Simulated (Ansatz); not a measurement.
The parent structure is MgB2 (space group P6/mmm, No. 191; a = 3.069 Å, c = 3.512 Å; relaxed with 0.1 eV smearing). Axes: x lies along a and z along c of the hexagonal cell.

Method: plane-wave PAW DFT at the r2SCAN level (Ansatz, a first-principles code, 500 eV), spin-orbit coupling left out.

Before the change:

- Pressure = 0.0 GPa

Modification: biaxial strain −1.13 %, plane normal [001], relaxed out of plane (Cartesian); in-plane vectors clamped, the third vector and the atoms free.

Question: How does this affect the out-of-plane strain and pressure?

Answer: The out-of-plane strain is +0.24 %; the pressure (mean of the normal stresses, compression positive) goes from zero to 3.9 GPa.

Whether these cells are dynamically stable was not tested. All final runs are without spin polarisation.
